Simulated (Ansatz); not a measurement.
Consider this model of amorphous Al28O42Mo.

```yaml
crystal:
  lattice:
    - [9.11403, 0.00000, 0.00000]
    - [0.00000, 9.11403, 0.00000]
    - [0.00000, 0.00000, 9.11403]
  atoms:
    - { symbol: Al, position: [0.73399, 0.71080, 0.05107] }
    - { symbol: Al, position: [0.04656, 0.39429, 0.07531] }
    - { symbol: Al, position: [0.08572, 0.55982, 0.77299] }
    - { symbol: Al, position: [0.41117, 0.27766, 0.70807] }
    - { symbol: Al, position: [0.04435, 0.24083, 0.79919] }
    - { symbol: Al, position: [0.24291, 0.46923, 0.48924] }
    - { symbol: Al, position: [0.60918, 0.90590, 0.85942] }
    - { symbol: Al, position: [0.37186, 0.72308, 0.66987] }
    - { symbol: Al, position: [0.80573, 0.06291, 0.64549] }
    - { symbol: Al, position: [0.35452, 0.24326, 0.05127] }
    - { symbol: Al, position: [0.18126, 0.91747, 0.39566] }
    - { symbol: Al, position: [0.64325, 0.60480, 0.70982] }
    - { symbol: Al, position: [0.86253, 0.13526, 0.06856] }
    - { symbol: Al, position: [0.44267, 0.09333, 0.44489] }
    - { symbol: Al, position: [0.10397, 0.20052, 0.30806] }
    - { symbol: Al, position: [0.49482, 0.41324, 0.33319] }
    - { symbol: Al, position: [0.45519, 0.52334, 0.97653] }
    - { symbol: Al, position: [0.92427, 0.76022, 0.58823] }
    - { symbol: Al, position: [0.32279, 0.87703, 0.04167] }
    - { symbol: Al, position: [0.24958, 0.63862, 0.20680] }
    - { symbol: Al, position: [0.28458, 0.00147, 0.73887] }
    - { symbol: Al, position: [0.98950, 0.91061, 0.91086] }
    - { symbol: Al, position: [0.58316, 0.03525, 0.17399] }
    - { symbol: Al, position: [0.75069, 0.23831, 0.32917] }
    - { symbol: Al, position: [0.64091, 0.80519, 0.43113] }
    - { symbol: Al, position: [0.90191, 0.87555, 0.25999] }
    - { symbol: Al, position: [0.68987, 0.34305, 0.92559] }
    - { symbol: Al, position: [0.83488, 0.40022, 0.58338] }
    - { symbol: O, position: [0.00281, 0.74218, 0.76730] }
    - { symbol: O, position: [0.91499, 0.79878, 0.06707] }
    - { symbol: O, position: [0.18372, 0.93250, 0.91232] }
    - { symbol: O, position: [0.15110, 0.46517, 0.92477] }
    - { symbol: O, position: [0.78579, 0.89553, 0.54473] }
    - { symbol: O, position: [0.99975, 0.39871, 0.69123] }
    - { symbol: O, position: [0.40529, 0.36534, 0.53260] }
    - { symbol: O, position: [0.46799, 0.31977, 0.89346] }
    - { symbol: O, position: [0.54032, 0.70905, 0.56502] }
    - { symbol: O, position: [0.67442, 0.20323, 0.06515] }
    - { symbol: O, position: [0.22024, 0.59308, 0.63596] }
    - { symbol: O, position: [0.60788, 0.87145, 0.05533] }
    - { symbol: O, position: [0.02379, 0.01718, 0.32986] }
    - { symbol: O, position: [0.44642, 0.09905, 0.63736] }
    - { symbol: O, position: [0.69058, 0.06546, 0.79694] }
    - { symbol: O, position: [0.71465, 0.74267, 0.83501] }
    - { symbol: O, position: [0.23610, 0.19735, 0.77905] }
    - { symbol: O, position: [0.98152, 0.06102, 0.73406] }
    - { symbol: O, position: [0.35537, 0.67710, 0.04680] }
    - { symbol: O, position: [0.35134, 0.56471, 0.35565] }
    - { symbol: O, position: [0.42204, 0.87121, 0.81200] }
    - { symbol: O, position: [0.90994, 0.30132, 0.94517] }
    - { symbol: O, position: [0.42020, 0.40385, 0.14439] }
    - { symbol: O, position: [0.54737, 0.20905, 0.32568] }
    - { symbol: O, position: [0.10048, 0.36713, 0.41529] }
    - { symbol: O, position: [0.69820, 0.40919, 0.73433] }
    - { symbol: O, position: [0.69311, 0.43474, 0.35920] }
    - { symbol: O, position: [0.65744, 0.52632, 0.01564] }
    - { symbol: O, position: [0.52248, 0.93704, 0.35434] }
    - { symbol: O, position: [0.26257, 0.10425, 0.38675] }
    - { symbol: O, position: [0.46001, 0.58252, 0.78823] }
    - { symbol: O, position: [0.07523, 0.55001, 0.19305] }
    - { symbol: O, position: [0.01007, 0.75508, 0.40888] }
    - { symbol: O, position: [0.80021, 0.21206, 0.52137] }
    - { symbol: O, position: [0.25352, 0.87752, 0.58164] }
    - { symbol: O, position: [0.91957, 0.28440, 0.22398] }
    - { symbol: O, position: [0.40678, 0.05764, 0.07871] }
    - { symbol: O, position: [0.77214, 0.03814, 0.24534] }
    - { symbol: O, position: [0.80876, 0.60323, 0.57024] }
    - { symbol: O, position: [0.17019, 0.24393, 0.11963] }
    - { symbol: O, position: [0.75079, 0.72910, 0.28119] }
    - { symbol: O, position: [0.23889, 0.83374, 0.22695] }
    - { symbol: Mo, position: [0.90959, 0.53901, 0.34629] }
```

Methods: PBE, scalar-relativistic without spin-orbit coupling (Ansatz, a program for electronic structure); r2SCAN, scalar-relativistic without spin-orbit coupling (Ansatz); HSE06, scalar-relativistic without spin-orbit coupling (Ansatz). Neutral PBE cell, which sets geometry, pressure and energy: sampling: a 2×2×2 Γ-centred mesh; Fermi-Dirac width 0.02 eV; no spin polarisation. The usual formal charges leave 6 electrons over, so the level spacing at the Fermi energy parts defect or band states and needn't be the band gap. Exact exchange is cut at the faces of this 9 Å cell, which leaves hybrid gaps a finite-size error.

The cell was made by melting and quenching with the CHGNet potential and then relaxed with DFT. O atoms were pushed apart under 1.9 Å during the dynamics, to hinder bonds among them. The hot cell started wider than the set density and was brought back towards it in steps. It is the lowest in DFT energy of 2 quenches. It is a model cell: composition and starting density were chosen by hand, and all elements were melted together. No dispersion term was used. Its density started from a set value of 3.24 and ended at 3.34 g/cm³. The quench (nominally 340 K/ps over its main leg) was far faster than any real one, so the model tends to hold more defects than a real film. Values belong to this one cell and scatter from quench to quench. The volume was free in the relaxation, at fixed shape.

Problem. Give the pressure and the spacing of the highest filled and lowest empty levels.

Solution. 
| Item | Value |
|---|---|
| Pressure on a 2×2×2 Γ-centred mesh | -0.04 GPa |
| Largest force and stress component on that mesh (the relaxation ran on the zone centre alone) | 0.35 eV/Å and 3.0 GPa |
| Level spacing at the Fermi energy on a 2×2×2 Γ-centred mesh (PBE) | 0.76 eV |
| Level spacing at the Fermi energy at the zone centre (PBE) | 0.80 eV |
| Level spacing at the Fermi energy at the zone centre (r2SCAN) | 1.15 eV |
| Level spacing at the Fermi energy at the zone centre (HSE06) | 2.56 eV |
| Distance between the nearest levels spread over more than a fifth of the atoms or a third of the atoms of their main element (six at least) (PBE, zone centre) | 4.53 eV |

Problem. At PBE and the zone centre, how localised are the states just below and above the Fermi level (participation number: the atoms over which a state spreads)?

Solution. The highest filled state is spread over 2.1 atoms' worth, largest on Mo71, with weights by element (charge in smoothed Voronoi cells) Mo 0.69, O 0.24, Al 0.07. The lowest empty state is spread over 2.1 atoms' worth, largest on Mo71, with weights by element (charge in smoothed Voronoi cells) Mo 0.68, O 0.27, Al 0.05.

At PBE the levels at both edges of the gap are localised (band-tail or defect states), and the nearest spread-out levels lie 4.5 eV apart at the zone centre.

Neighbours within Al-Al 2.66 Å, Al-O 2.28 Å, Al-Mo 2.85 Å, O-O 1.58 Å, O-Mo 2.42 Å, Mo-Mo 3.04 Å count as bonded. Two cations that share two anions don't count as bonded, nor two that share one unless they lie closer than Al-Al 2.59 Å, Al-Mo 2.77 Å, Mo-Mo 2.95 Å.

Added carriers, by PBE, scalar-relativistic without spin-orbit coupling in Ansatz on the zone centre alone. Charged cells keep the cell fixed and stand in a uniform background, with no image correction, at a width of 0.01 eV; where the count is odd the moment is locked at 1 μB, unless the neutral cell bore moments. Each starts from the undistorted neutral geometry alone. PBE's self-interaction favours spread-out carriers, so it can miss traps that a hybrid finds.

Problem. What happens at PBE when the cell takes an extra electron and the atoms relax?

Solution. Relaxation lowers the charged cell by 0.52 eV. The largest moves are O32 0.17 Å, O61 0.16 Å, Mo71 0.14 Å, O64 0.14 Å. The level that holds the added charge spreads over 2.3 atoms' worth, most on Mo71 (weight 0.65): a localised (trapped) carrier, which neighbours of that atom can share. Bonds formed: Al5-O32. Made neutral again at that geometry, the cell lies +0.52 eV from the neutral start (a closed shell was imposed there, with levels 0.26 eV apart, so this is an upper bound).

Problem. What happens at PBE when the cell takes a hole and the atoms relax?

Solution. Relaxation lowers the charged cell by 0.40 eV. The largest moves are O61 0.17 Å, O60 0.11 Å, O55 0.11 Å, O53 0.11 Å. The level that was emptied spreads over 2.0 atoms' worth, most on Mo71 (weight 0.71): a localised (trapped) carrier, which neighbours of that atom can share. Bonds broken: Al11-O61. Made neutral again at that geometry, the cell lies +0.45 eV from the neutral start (a closed shell was imposed there, with levels 0.45 eV apart, so this is an upper bound).

A PBE run started with 1 μB on atoms that lack a bond or may hold spare charge kept moments, at no lower energy.
